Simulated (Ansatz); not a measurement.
Reference: Cd (P6_3/mmc), PBEsol, rigid bands (plane waves, PAW, scalar-relativistic; Ansatz, a quantum-chemistry and plane-wave program); geometry: cell and atoms relaxed with PBEsol.

```cif
data_Cd2
_chemical_formula_sum 'Cd2'
_space_group_name_H-M_alt 'P 1'
_space_group_IT_number 1
_cell_length_a 2.92719
_cell_length_b 2.92719
_cell_length_c 5.72471
_cell_angle_alpha 90.000
_cell_angle_beta 90.000
_cell_angle_gamma 120.000
loop_
_space_group_symop_operation_xyz
  'x, y, z'
loop_
_atom_site_label
_atom_site_type_symbol
_atom_site_fract_x
_atom_site_fract_y
_atom_site_fract_z
_atom_site_occupancy
Cd1 Cd 0.33333 0.66667 0.25000 1
Cd2 Cd 0.66667 0.33333 0.75000 1
```

The density of states at the Fermi level per atom is 0.23 states/eV and the drude plasma energy comes out as 8.1 eV. The root-mean-square Fermi velocity is 15.3 ×10⁵ m/s.

**Question.** Swap Cd for Zn, keeping the structure type. How do these values move?

**Answer.** Zn (P6_3/mmc): volume per atom 21.2 to 14.5 Å³; density of states at the Fermi level per atom stays about the same (0.23 states/eV to 0.20 states/eV); Drude plasma energy stays about the same (8.1 eV to 9.2 eV); root-mean-square Fermi velocity stays about the same (15.3 ×10⁵ m/s to 15.2 ×10⁵ m/s).

**Question.** Replace Cd by Zr on the same sites and relax. What happens?

**Answer.** Zr (P6_3/mmc): volume per atom 21.2 to 22.5 Å³; density of states at the Fermi level per atom rises (0.23 states/eV to 1.00 states/eV); Drude plasma energy falls (8.1 eV to 4.2 eV); root-mean-square Fermi velocity falls (15.3 ×10⁵ m/s to 3.9 ×10⁵ m/s).

**Question.** Replace Cd by Os on the same sites and relax. What happens?

**Answer.** Os (P6_3/mmc): volume per atom 21.2 to 13.9 Å³; density of states at the Fermi level per atom rises (0.23 states/eV to 0.59 states/eV); Drude plasma energy stays about the same (8.1 eV to 8.6 eV); root-mean-square Fermi velocity falls (15.3 ×10⁵ m/s to 8.2 ×10⁵ m/s).

Moves up to 19 % count as about the same. Metals at this level; values at 300 K, both spins, means over directions. As a rough test of the mesh, the Fermi surface's area from every second k point differs by up to 13 %. Spin-orbit coupling is left out.

The missing spin-orbit coupling matters most for Os (P6_3/mmc).
